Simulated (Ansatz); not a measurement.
Start from HfO2 (space group P2_1/c, No. 14).

```
CELL_PARAMETERS angstrom
      5.11418     0.00000     0.00000
      0.00000     5.18192     0.00000
     -0.87081     0.00000     5.22378
ATOMIC_POSITIONS crystal
  Hf 0.27620 0.04186 0.20826
  Hf 0.72380 0.54186 0.29174
  Hf 0.72380 0.95814 0.79174
  Hf 0.27620 0.45814 0.70826
  O  0.07004 0.33376 0.34403
  O  0.92996 0.83376 0.15597
  O  0.92996 0.66624 0.65597
  O  0.07004 0.16624 0.84403
  O  0.44797 0.75767 0.47848
  O  0.55203 0.25767 0.02152
  O  0.55203 0.24233 0.52152
  O  0.44797 0.74233 0.97848
```

All numbers come from Ansatz (a program for electronic structure) r2SCAN, no SOC, earlier PAW set.

Before the change:

```
Property            Value
---------------  --------
Volume per atom  11.54 Å³
```

Modification: Ti takes the place of Hf on all its sites; the structure is relaxed again.

Task: What does the calculation give for the volume per atom after the change?

Result: The volume per atom decreases by 1.86 Å³ to 9.68 Å³.

No phonon test of stability was made. All final runs are without spin polarisation. This is not the structure that TiO2 has at room temperature and ambient pressure.
